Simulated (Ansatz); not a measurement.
Base system: CaS in the rock salt structure (space group Fm-3m, No. 225).

```yaml
crystal:
  lattice:
    - [0.00000, 2.81660, 2.81660]
    - [2.81660, 0.00000, 2.81660]
    - [2.81660, 2.81660, 0.00000]
  atoms:
    - { symbol: Ca, position: [0.00000, 0.00000, 0.00000] }
    - { symbol: S, position: [0.50000, 0.50000, 0.50000] }
```

Cartesian axes are those of the cell as printed.

All numbers come from PBEsol/PAW in Ansatz (an electronic-structure program), without spin-orbit coupling.

Strains are applied to the cell and any free atomic positions relax.

One change was made to it. Results:

```tsv
quantity	base	after
smallest direct gap	3.00 eV	2.89 eV
band gap	2.16 eV	2.08 eV
energy relative to the base (free energy F)	0 meV/atom	+1.9 meV/atom
```

Q: Which of these changes matches the shifts?
A) tensor shear ε_xy = +1.43 %
B) tensor shear ε_xy = +0.29 %
C) tensor shear ε_xy = +0.86 %

A: A, tensor shear ε_xy = +1.43 %. For comparison, the energy relative to the base in the other runs: tensor shear ε_xy = +0.86 % gives +0.7 meV/atom; tensor shear ε_xy = +0.29 % gives +0.1 meV/atom.

Whether these cells are dynamically stable was not tested.
